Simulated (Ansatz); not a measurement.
The parent structure is MgO in the rock salt structure (space group Fm-3m, No. 225; a = 4.2149 Å).

The values are results of PBEsol, PAW, 420 eV (Ansatz, an electronic-structure program; no SOC), earlier PAW set, not measurements.

Base values:

Pressure: 0.00 GPa
Band gap: 4.62 eV

Modification: every lattice vector is shortened by 1.36 %; the atoms relax in the strained cell.

Question: How does this affect the pressure?

Answer: The pressure goes from zero to 7.04 GPa.

Question: Predict the new band gap.

Answer: The band gap rises by 0.405 eV to 5.03 eV.

No phonon test of stability was made.
